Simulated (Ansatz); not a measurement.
Input and output of a self-consistent single point for C (Cm, 4 atoms in the cell) (Ansatz, a program for electronic structure).

Computed with LDA (PW92), default PAW files made with PBE (plane waves; Ansatz).

The change in words: 1 x 1 x 1 supercell, one C atom moved by 0.02 angstrom along z. Reference geometry:
```xyz
4
Lattice="1.2309 -2.1347 0.0000 1.2309 2.1347 0.0000 0.0000 0.0000 7.0713" Properties=species:S:1:pos:R:3 pbc="T T T"
C      1.2309    -0.3550     5.3439
C      1.2309     0.3550     1.7274
C      1.2309    -1.7797     5.3439
C      1.2309     1.7797     1.7274
```

Reference input (self-consistent single point, DFT, LDA (PW92), plane waves, default PAW files made with PBE): basis.ecutwfc = 30.9 Ry; kpoints.mp_grid.grid = 15 15 5; hamiltonian.xc = lda; hamiltonian.pseudopotentials = {kind: paw} (the program's default PAW files); scf.occupations.method = gaussian; scf.occupations.width = 0.0073 Ry. This run's input differs from it in these lines:

```diff
@@ -6,3 +6,3 @@
   atoms:
-    - { symbol: C, position: [0.58314000, 0.41686000, 0.75572000] }
+    - { symbol: C, position: [0.58314000, 0.41686000, 0.75854800] }
     - { symbol: C, position: [0.41686000, 0.58314000, 0.24428000] }
```

Output (repeated stretches shortened):

```
SCF iter   1: F=—  HF=-971.900982 eV  |F-HF|=—  |Δ(HF+E_count)|=         —  Δρ=6.12e-3  dr2=4.62e-3  ethr=1.77e-3  ⟨swp⟩=5.3  Hψ=20059  notcnv=0
all-band conjugate gradients solve this SCF's bands
preconditioner: auto → none
SCF iter   2: F=—  HF=-971.900133 eV  |F-HF|=—  |Δ(HF+E_count)|=   8.49e-4  Δρ=2.86e-3  dr2=1.01e-3  ethr=2.89e-5  ⟨swp⟩=1.2  Hψ=6333  notcnv=0
SCF iter   3: F=—  HF=-971.900018 eV  |F-HF|=—  |Δ(HF+E_count)|=   1.15e-4  Δρ=4.61e-4  dr2=3.63e-4  ethr=6.32e-6  ⟨swp⟩=2.8  Hψ=5580  notcnv=0
SCF iter   4: F=—  HF=-971.899918 eV  |F-HF|=—  |Δ(HF+E_count)|=   1.00e-4  Δρ=8.07e-5  dr2=3.72e-6  ethr=2.27e-6  ⟨swp⟩=2.0  Hψ=4868  notcnv=0
SCF iter   5: F=—  HF=-971.899918 eV  |F-HF|=—  |Δ(HF+E_count)|=   3.32e-7  Δρ=1.88e-5  dr2=5.49e-8  ethr=2.33e-8  ⟨swp⟩=2.4  Hψ=5919  notcnv=0
SCF iter   6: F=-971.899918 eV  HF=-971.899918 eV  |F-HF|=1.28e-8  |Δ(HF+E_count)|=   1.45e-8  Δρ=9.46e-6  dr2=2.22e-8  ethr=3.43e-10  ⟨swp⟩=3.0  Hψ=15016  notcnv=0
SCF 1 converged in 6 iterations: F = -971.899918 eV  dr2 = 2.22e-8
Free energy (F): -971.899918 eV
Internal energy: -971.899542 eV  (E = F + TS)
E sigma→0 (E₀):  -971.899730 eV
Entropy (-TS):   -0.000376 eV (-0.094 meV/atom)
Fermi energy:    6.154127 eV
--- Forces (eV/Å), atoms counted from 1 ---
  atom   1  C      0.00000000    -0.09991990    -0.35949506
  atom   2  C     -0.00000000     0.09992020     0.00748749
  atom   3  C     -0.00000000     0.10012601     0.34250897
  atom   4  C      0.00000000    -0.10012398     0.00947465
--- Stress (GPa, compression-positive) ---
       -7.948468      -0.000000      -0.000000
       -0.000000      -9.726721      -0.020797
       -0.000000      -0.020797      -0.955275
  P = ⅓ Tr σ = -6.2102 GPa (-62.102 kbar)
  The stress holds the Pulay correction. Without it, at fixed plane waves, as pw.x and ABINIT print it: P = -6.8722 GPa
```

The run converged in 6 iterations. Against the reference run the free energy is nearly the same (within 1 meV/atom), the pressure moves little (-6.20 to -6.21 GPa) and the largest force goes from 0.100 to 0.373 eV/Å.

The starting cell comes from a database of computed structures (which also holds hypothetical and non-ambient phases and stackings), without a prior relaxation at this level. Its lattice was rescaled by up to half a per cent. For this run, on top of that: 1 x 1 x 1 supercell, one C atom moved by 0.02 angstrom along z. With a pressure of about -6 GPa the cell is away from its equilibrium volume at this level. Ansatz's pressure includes its estimate of the finite-basis (Pulay) stress. Without the estimate this run gives -6.87 GPa.

Keys are those of Ansatz 0.2.
